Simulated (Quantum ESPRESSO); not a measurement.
**σxx against uniaxial strain in diamond-structure C (space group 227): C11 (Quantum ESPRESSO, PBEsol)**

```xyz
2
Lattice="0.0000 1.7775 1.7775 1.7508 0.0000 1.7775 1.7508 1.7775 0.0000" Properties=species:S:1:pos:R:3 pbc="T T T"
C      1.7508     1.7775     1.7775
C      2.6263     2.6663     2.6663
```

Computed with PBEsol, GBRV 1.5 ultrasoft (PBESOL) pseudopotentials (plane waves; Quantum ESPRESSO). Settings: ecutwfc = 52 Ry; ecutrho = 260 Ry; occupations = smearing; smearing = fd; degauss = 0.000734986 Ry; potentials = {C: c_pbesol_v1.2.uspp.F.UPF}; K_POINTS = automatic 18 18 18 0 0 0; conv_thr = 1e-10 Ry. The cell above is the first row's. The rows stretch one cube axis (x) by the strain ε and hold the other two. Stress is positive in tension. In all rows fractional positions and the k mesh are held.

```csv
ε (%),σxx (GPa)
-1.5,-16.31
-1.0,-10.80
-0.5,-5.35
0.0,0.03
0.5,5.34
1.0,10.57
1.5,15.75
2.0,?
```

Fit σxx of the 7 rows that show it with a parabola. Least squares gives σxx = 0.028 + 10.6864·ε - 0.1376·ε². Residuals (row less fit): 0.001, -0.004, 0.000, 0.002, 0.003, -0.007, 0.002; standard error 0.005 (degrees of freedom: 4). The slope at ε = 0, 10.6864 GPa per cent, gives C11 ≈ 100 × 10.6864 = 1069 GPa, for the static lattice.

Task: What does the fit predict for σxx at ε = 2.0, and how far is the calculated value from it?

Result: σxx = 0.028 + 10.6864 × 2.0 - 0.1376 × 2.0² = 20.850 GPa. The calculation gives 20.85 GPa, which the fit meets to the printed digits. The row lies outside the fitted rows, so this is an extrapolation. From the scatter of the fitted rows alone, a prediction at this place has a standard error of 0.008 GPa, so the miss is 0.0 times that.

Carrying the step between the two nearest rows on in a straight line would have given 20.93, off by 0.08; series whose last step already gives the withheld value aren't shown. The reference cell has the volume at which an earlier scan in this program and functional put its minimum by a fit. The runs keep the symmetry of the cell, so they don't test it for distortions. The unstrained cell stands at a pressure of -0.03 GPa, and the constants belong to that pressure. By symmetry this strain leaves no force on the atoms; the largest in the rows is 0.000 eV/Å. Cutoffs and mesh are single choices, not tested for convergence of this quantity. Series with a scatter that would blur these digits, or in which a gap closes, are not shown. Strain series were run only where this level's volume lies within 10 % of a first guess from the measured size.
